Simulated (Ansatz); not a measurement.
Reference: Ru (P6_3/mmc), PBEsol with spin-orbit coupling, rigid bands (plane waves, PAW; Ansatz, a quantum-chemistry and plane-wave program); geometry: cell and atoms relaxed with PBEsol.

Space group P6₃/mmc (No. 194); a = b = 2.688 Å, c = 4.255 Å, α = β = 90.00°, γ = 120.00°

| atom | site | symmetry | x | y | z |
|---|---|---|---|---|---|
| Ru | 2c | -6m2 | 0.3333 | 0.6667 | 0.2500 |

- density of states at the Fermi level per atom: 0.78 states/eV
- Drude plasma energy: 8.8 eV
- root-mean-square Fermi velocity: 7.1 ×10⁵ m/s

Problem. Swap Ru for Os, keeping the structure type. How do these values move?

Solution. Os (P6_3/mmc): volume per atom 13.3 to 13.9 Å³; density of states at the Fermi level per atom falls (0.78 states/eV to 0.60 states/eV); Drude plasma energy stays about the same (8.8 eV to 8.1 eV); root-mean-square Fermi velocity stays about the same (7.1 ×10⁵ m/s to 7.7 ×10⁵ m/s).

Problem. Replace Ru by Zr on the same sites and relax. What happens?

Solution. Zr (P6_3/mmc): volume per atom 13.3 to 22.5 Å³; density of states at the Fermi level per atom rises (0.78 states/eV to 0.98 states/eV); Drude plasma energy falls (8.8 eV to 4.1 eV); root-mean-square Fermi velocity falls (7.1 ×10⁵ m/s to 3.9 ×10⁵ m/s).

Problem. Swap Ru for Hf, keeping the structure type. How do these values move?

Solution. Hf (P6_3/mmc): volume per atom 13.3 to 21.6 Å³; density of states at the Fermi level per atom stays about the same (0.78 states/eV to 0.74 states/eV); Drude plasma energy falls (8.8 eV to 4.1 eV); root-mean-square Fermi velocity falls (7.1 ×10⁵ m/s to 4.3 ×10⁵ m/s).

Moves up to 17 % count as about the same. Metals at this level; values at 300 K, both spins, means over directions. As a rough test of the mesh, the Fermi surface's area from every second k point differs by up to 11 %.
